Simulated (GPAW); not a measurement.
**Worked example: self-consistent single point of TaAs (I4_1md, 4 atoms in the cell) in GPAW**

Computed with PBE, GPAW PAW datasets PBE (gpaw-data 1.0.1) (plane waves; GPAW).

The input file:

```python
from ase import Atoms
from ase.units import GPa
from gpaw import GPAW, PW, FermiDirac

atoms = Atoms(['Ta', 'Ta', 'As', 'As'],
              cell=[[-1.747642, 1.747642, 5.955959],
                    [1.747642, -1.747642, 5.955959],
                    [1.747642, 1.747642, -5.955959]],
              positions=[[1.747642, 0.000000, 5.955602],
                         [-0.000000, 0.000000, 8.933581],
                         [1.747642, 0.000000, 0.984282],
                         [0.000000, -0.000000, 3.962261]],
              pbc=True)

calc = GPAW(mode=PW(550),
            xc='PBE',
            kpts={'size': (8, 8, 8), 'gamma': True},
            occupations=FermiDirac(0.1),
            nbands=-10,
            convergence={'density': 1e-05, 'energy': 1e-05},
            symmetry={'symmorphic': False, 'tolerance': 0.0005},
            maxiter=120)

atoms.calc = calc

energy = atoms.get_potential_energy()
print('Energy (eV):', round(energy, 6))
forces = atoms.get_forces()
print('Forces (eV/Ang):')
print(forces.round(5))
stress = atoms.get_stress()
print('Stress (GPa, Voigt):', (stress / GPa).round(4))
```

The program printed (abridged):

```
Input parameters:
  convergence: {density: 1e-05,
                energy: 1e-05}
  kpts: {gamma: True,
         size: (8, 8, 8)}
  maxiter: 120
  mode: {ecut: 550.0,
         name: pw}
  nbands: -10
  occupations: {fixmagmom: False,
                name: fermi-dirac,
                width: 0.1}
  symmetry: {symmorphic: False,
             tolerance: 0.0005}
  xc: PBE

species:
  Ta:
    name: Tantalum
    Z: 73.0
    valence: 13
    core: 60
    charge: 0.0
    file: Ta.PBE.gz

    # Using partial waves for Ta as LCAO basis

  As:
    name: Arsenic
    Z: 33.0
    valence: 5
    core: 28
    charge: 0.0
    file: As.PBE.gz

    # Using partial waves for As as LCAO basis

Reference energy: -971350.830002  # eV

Spin-paired calculation

Convergence criteria:
 Maximum [total energy] change in last 3 cyles: 1e-05 eV / valence electron
 Maximum integral of absolute [dens]ity change: 1e-05 electrons / valence electron
 Maximum integral of absolute [eigenst]ate change: 4e-08 eV^2 / valence electron
 Maximum number of scf [iter]ations: 120

Symmetries present (total): 8
Symmetries with fractional translations: 4
512 k-points: 8 x 8 x 8 Monkhorst-Pack grid + [1/16,1/16,1/16]
59 k-points in the irreducible part of the Brillouin zone
       k-points in crystal coordinates                weights
   0:     0.00000000    0.00000000    0.00000000          1/512
   1:     0.12500000   -0.12500000    0.00000000          4/512
   2:     0.12500000   -0.12500000    0.12500000          4/512
   [... 7 lines left out ...]
          ...
  58:     0.50000000    0.50000000    0.50000000          1/512

Wave functions: Plane wave expansion
  Cutoff energy: 550.000 eV
  Number of coefficients (min, max): 2112, 2171
  Pulay-stress correction: 0.000000 eV/Ang^3 (de/decut=0.000000)

Occupation numbers: Fermi-Dirac:
  width: 0.1000  # eV

Eigensolver

Densities:
  Coarse grid: 36*36*36 grid
  Fine grid: 72*72*72 grid
  Total Charge: 0.000000

Density mixing:
  Method: separate
  Backend: pulay
  Linear mixing parameter: 0.05
  old densities: 5
  Damping of long wavelength oscillations: 50

Hamiltonian:
  XC and Coulomb potentials evaluated on a 72*72*72 grid
  External potential:
    NoExternalPotential

XC parameters: PBE with 2 nearest neighbor stencil

Number of atoms: 4
Number of atomic orbitals: 34
Number of bands in calculation: 28
Number of valence electrons: 36
Bands to converge: occupied

Density initialized from atomic densities
  28 bands from LCAO basis set

Atomic positions and initial magnetic moments

Positions:
   0 Ta     1.747642    0.000000    5.955602    ( 0.0000,  0.0000,  0.0000)
   1 Ta    -0.000000    0.000000    8.933581    ( 0.0000,  0.0000,  0.0000)
   2 As     1.747642    0.000000    0.984282    ( 0.0000,  0.0000,  0.0000)
   3 As     0.000000   -0.000000    3.962261    ( 0.0000,  0.0000,  0.0000)

Unit cell:
           periodic     x           y           z      points  spacing
  1. axis:    yes   -1.747642    1.747642    5.955959    36     0.0932
  2. axis:    yes    1.747642   -1.747642    5.955959    36     0.0932
  3. axis:    yes    1.747642    1.747642   -5.955959    36     0.0687

  Lengths:   6.448407   6.448407   6.448407
  Angles:  148.550154 148.550154  45.073881

Effective grid spacing dv^(1/3) = 0.1160

     iter     time        total  log10-change:
                         energy   eigst   dens
iter:   1 --:--:--   -31.517811
iter:   2 --:--:--   -31.458511   -1.55  -1.24
iter:   3 --:--:--   -31.220408   -1.21  -1.26
iter:   4 --:--:--   -31.184135   -2.89  -1.59
iter:   5 --:--:--   -31.208048   -2.38  -1.56
iter:   6 --:--:--   -31.212700   -3.17  -2.43
iter:   7 --:--:--   -31.203511   -3.08  -2.45
iter:   8 --:--:--   -31.203627   -4.52  -2.98
iter:   9 --:--:--   -31.203507c  -4.87  -3.10
iter:  10 --:--:--   -31.203499c  -4.96  -3.30
iter:  11 --:--:--   -31.203495c  -6.39  -4.05
iter:  12 --:--:--   -31.203489c  -6.94  -4.10
iter:  13 --:--:--   -31.203490c  -8.36c -4.13
iter:  14 --:--:--   -31.203490c  -7.71c -4.17
iter:  15 --:--:--   -31.203490c  -8.76c -4.28
iter:  16 --:--:--   -31.203489c  -7.45c -4.31
iter:  17 --:--:--   -31.203489c  -8.89c -5.24c

Converged after 17 iterations.

Dipole moment: (2.681895, -2.681895, -0.304585) |e|*Ang

Energy contributions relative to reference atoms: (reference = -971350.830002)

Kinetic:        +25.037251
Potential:      -25.497195
External:        +0.000000
XC:             -30.201819
Entropy (-ST):   -0.028187
Local:           -0.527632
SIC:             +0.000000
--------------------------
Free energy:    -31.217582
Extrapolated:   -31.203489

Showing only first 2 kpts
 Kpt  Band  Eigenvalues  Occupancy
  0    16      8.99147    2.00000
  0    17      8.99148    2.00000
  0    18     11.45025    0.00029
  0    19     12.07584    0.00000

  1    16      9.40422    1.99998
  1    17      9.54349    1.99993
  1    18     10.94687    0.04365
  1    19     11.33205    0.00095

Fermi level: 10.56661

No gap
No difference between direct/indirect transitions
Energy (eV): -31.203489

Forces in eV/Ang:
  0 Ta    0.00000    0.00000    0.00477
  1 Ta    0.00000    0.00000    0.00477
  2 As    0.00000    0.00000   -0.00535
  3 As    0.00000    0.00000   -0.00535

Stress tensor:
     0.031145     0.000000     0.000000
     0.000000     0.031145     0.000000
     0.000000     0.000000     0.030050
Stress (GPa, Voigt): [4.9899 4.9899 4.8145 0.     0.     0.    ]
```

The run converged in 17 iterations. GPAW prints stress with tension positive.

The starting cell comes from a database of computed structures (which also holds hypothetical and non-ambient phases and stackings), without a prior relaxation at this level. Its lattice was rescaled by a random factor within 2.5 % of one. Spin-orbit coupling is off. Spin polarisation is off. With a pressure of about -5 GPa the cell is away from its equilibrium volume at this level.

Cost on one core of a shared machine: roughly 2 min.
